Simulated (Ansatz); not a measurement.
Take TiC in the rock salt structure (space group Fm-3m, No. 225; a = 4.3327 Å) as the base.

(Cell as relaxed with PBE.)

Levels (all Ansatz, an electronic-structure program, PAW, earlier PAW set): PBE (420 eV, scalar-relativistic without spin-orbit coupling); r2SCAN (500 eV, no spin-orbit coupling).

Each level relaxes its own structure.

| quantity | PBE | r2SCAN |
|---|---|---|
| volume per atom | 10.17 Å³ | 10.14 Å³ |
| lattice parameter a | 4.333 Å | 4.329 Å |
| band gap | zero | zero |

PBE's volume per atom lies 0.03 Å³ above r2SCAN's (0.3 %); PBE's lattice parameter a lies 0.004 Å above r2SCAN's (0.1 %); the two agree on the band gap. Neither level is exact; r2SCAN is the comparison here, not a measurement.

No phonon test of stability was made. The final runs are not spin-polarised.
